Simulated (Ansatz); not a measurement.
A periodic model of amorphous Si20B10N30Hf:

```xyz
61
Lattice="9.4051 0.4036 -0.3209 0.4036 9.0328 -0.4124 -0.3209 -0.4124 9.2293" Properties=species:S:1:pos:R:3 pbc="T T T"
Si     9.2442     4.5572     8.2362
Si     1.2364     2.3291     8.3568
Si     0.9649     5.0976     1.7379
Si     5.2669     5.6606     5.0296
Si     1.6265     0.4694     5.8407
Si     0.1131     1.3904     1.7071
Si     3.1528     7.4784     7.7555
Si     0.6818     7.4335     0.6949
Si     4.5403     2.7092     8.1565
Si     8.7007     7.6943     3.2279
Si     2.8795     1.4255     0.7747
Si     6.0223     6.0743     2.3693
Si     5.2405     8.2224     0.2892
Si     8.8379     6.5387     6.6146
Si     7.2368     1.5338     4.4997
Si     7.8845     0.4444     8.3577
Si     2.9817     5.5526     4.0515
Si     5.1864     1.8556     2.2677
Si     6.6018     1.9191     0.3967
Si     8.3943     8.7617     5.6349
B      2.5823     1.4016     3.4861
B      7.5489     3.9958     5.8682
B      0.9858     5.8543     8.3972
B      8.6766     1.5927     6.6016
B      6.5357     3.8895     3.5692
B      4.9327     5.7230     8.6907
B      3.4065     5.1098     7.0947
B      6.4100     7.9235     4.3217
B      7.8996     4.1017     1.3794
B      0.4423     0.4477     4.2021
N      5.5001     7.3567     5.2325
N      6.4010     0.2379     5.2820
N      1.1123     1.1644     3.1755
N      8.0080     2.6439     1.2882
N      3.5337     8.7536     0.1050
N      9.0322     7.2776     4.9367
N      4.6413     5.6371     3.3731
N      6.6151     4.5734     4.8963
N      3.0383     1.1018     4.8289
N      6.9475     4.6064     2.3644
N      4.4208     4.5001     8.0641
N      9.4284     9.3602     0.1934
N      0.3552     6.7926     2.2559
N      3.0029     8.4689     6.4048
N      5.7510     0.5267     1.3136
N      4.8502     7.0295     7.9416
N      6.9735     7.3570     3.1091
N      6.1628     2.4663     3.5371
N      2.9995     2.1353     8.7246
N      0.7631     1.4443     6.9641
N      8.4448     0.4655     3.7161
N      3.7337     5.1487     5.6872
N      2.3311     5.9537     7.7088
N      3.4891     1.7881     2.3953
N      8.2114     4.9020     6.8144
N      8.7833     4.9516     0.6029
N      7.8344     2.5678     5.7635
N      1.2783     1.9716     0.6523
N      7.9718     7.9773     7.1309
N      5.6046     6.5841     0.8164
Hf     4.3573     0.2654     6.1375
```

All values below come from PBE, scalar-relativistic without spin-orbit coupling (plane waves to 420 eV, PAW; Ansatz, a first-principles code). The usual formal charges leave 24 electrons over, so the level spacing at the Fermi energy parts defect or band states and needn't be the band gap.

It comes from a melt-quench run on a machine-learned potential (CHGNet), relaxed afterwards by DFT. N atoms were pushed apart under 1.9 Å during the dynamics, to hinder bonds among them. The hot cell started wider than the set density and was brought back towards it in steps. It is the lowest in DFT energy of 2 quenches. It is a model cell: composition and starting density were chosen by hand, and all elements were melted together. No dispersion term was used. Its density started from a set value of 2.70 and ended at 2.70 g/cm³. The simulated quench (nominally 760 K/ps over its main leg) is rapid and tends to freeze in more defects than a deposited or slowly cooled glass has. Values belong to this one cell and scatter from quench to quench. The volume was held where the preparation left it and the shape relaxed, at a PBE pressure of 1.3 GPa. Stress components on the final sampling reach 1.3 GPa. On a 2×2×2 Γ-centred mesh force components of up to 0.29 eV/Å stay, since the relaxation ran on the zone centre alone.

Bonds are counted up to Si-Si 2.60 Å, Si-B 2.28 Å, Si-N 2.06 Å, Si-Hf 2.89 Å, B-B 1.97 Å, B-N 1.74 Å, B-Hf 2.60 Å, N-N 1.70 Å, N-Hf 2.71 Å, Hf-Hf 3.34 Å. Two cations that share two anions don't count as bonded, nor two that share one unless they lie closer than Si-Si 2.38 Å, Si-B 2.09 Å, Si-Hf 2.81 Å, B-B 1.80 Å, B-Hf 2.53 Å, Hf-Hf 3.25 Å.

Q: Give the coordination numbers, mean bond lengths and angles.

A: 
```
Quantity                                                                                                       Result
---------------------------------  ----------------------------------------------------------------------------------
Mean coordination of Si by anions  3.05 (7 with 2, 5 with 3, 8 with 4); 14 close contacts or bonds to cations besides
Mean coordination of B by anions    2.60 (1 with 1, 2 with 2, 7 with 3); 6 close contacts or bonds to cations besides
Mean coordination of N                                                                     3.03 (29 with 3, 1 with 4)
Mean coordination of Hf by anions                                                                     4.00 (1 with 4)
Mean Si-N bond                                                                   1.761 Å (spread 0.048 Å, 61 counted)
Mean B-N bond                                                                    1.476 Å (spread 0.032 Å, 26 counted)
Mean Si-Si bond                                                                   2.383 Å (spread 0.112 Å, 4 counted)
Mean Si-B bond                                                                    2.093 Å (spread 0.080 Å, 6 counted)
Bond angle at Si                                                                            mean 108.5°, spread 15.1°
Bond angle at B                                                                             mean 115.7°, spread 13.2°
Bond angle at N                                                                             mean 116.4°, spread 19.4°
Bond angle at Hf                                                                            mean 103.1°, spread 29.2°
```

Q: Which atoms depart from the most common coordination of their element?

A: Si3 has 2 (N56 1.87 Å, N43 1.87 Å); Si8 has 3 (N42 1.67 Å, N43 1.72 Å, B23 2.02 Å); Si9 has 3 (N49 1.74 Å, N41 1.80 Å, Si19 2.58 Å); Si17 has 2 (N37 1.79 Å, N52 1.85 Å); Si19 has 5 (N34 1.82 Å, N45 1.87 Å, Si16 2.30 Å, Si18 2.35 Å, Si9 2.58 Å); B23 has 4 (N53 1.51 Å, Si8 2.02 Å, Si1 2.06 Å, Si14 2.15 Å); B24 has 4 (N50 1.51 Å, N57 1.54 Å, Si20 2.06 Å, Si16 2.24 Å); N32 has 4 (B28 1.51 Å, Si15 1.73 Å, Si20 1.84 Å, Hf61 2.22 Å).
